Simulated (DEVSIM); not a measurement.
Structure: Si p-i-n diode, at 400 K.

Layer 1 from the left is Si, thickness (μm) 0.630, Na (cm⁻³) 2.2e17, τn (s) 0.00025, τp (s) 0.00025. Layer 2 from the left is Si, thickness (μm) 22.0, Nd (cm⁻³) 7.3e11, τn (s) 0.00025, τp (s) 0.00025. Layer 3 from the left is Si, thickness (μm) 0.240, Nd (cm⁻³) 4e17, τn (s) 0.00025, τp (s) 0.00025.

Left contact: ohmic. Right contact: ohmic. Voltage is applied to the left contact. Recombination: SRH at mid-gap, radiative. Mobility is μmin + (μ − μmin)/(1 + (N/Nref)^α).

This is a model device: material constants are rounded textbook-type values typed into the input, and sizes, dopings and lifetimes were drawn at random. Values at 300 K; Nc and Nv go as T^1.5, mobilities as T to minus their exponent, the gap by Varshni's rule with the affinity fixed.

Si: gap (eV) 1.124, affinity (eV) 4.05, permittivity 11.7, Nc (cm⁻³) 2.86e19, Nv (cm⁻³) 3.1e19, μn (cm²/Vs) 1417, μp (cm²/Vs) 470, μn,min 52, μp,min 45, Nref,n 9.7e16, Nref,p 2.2e17, αn 0.68, αp 0.72, T exponent of μn 2.3, T exponent of μp 2.2, B (cm³/s) 4.7e-15, Varshni α (eV/K) 0.000473, Varshni β (K) 636.

Model (solved in DEVSIM): 1D drift-diffusion, Boltzmann statistics, complete ionisation; no tunnelling, impact ionisation, image-force lowering or self-heating.

Q: What does the simulation give for the dark forward voltage at 1 A/cm², the potential step across the device at zero bias, the dark forward voltage at 100 A/cm²?

A: dark forward voltage at 1 A/cm² 0.420 V; potential step across the device at zero bias 0.749 V; dark forward voltage at 100 A/cm² 0.638 V.
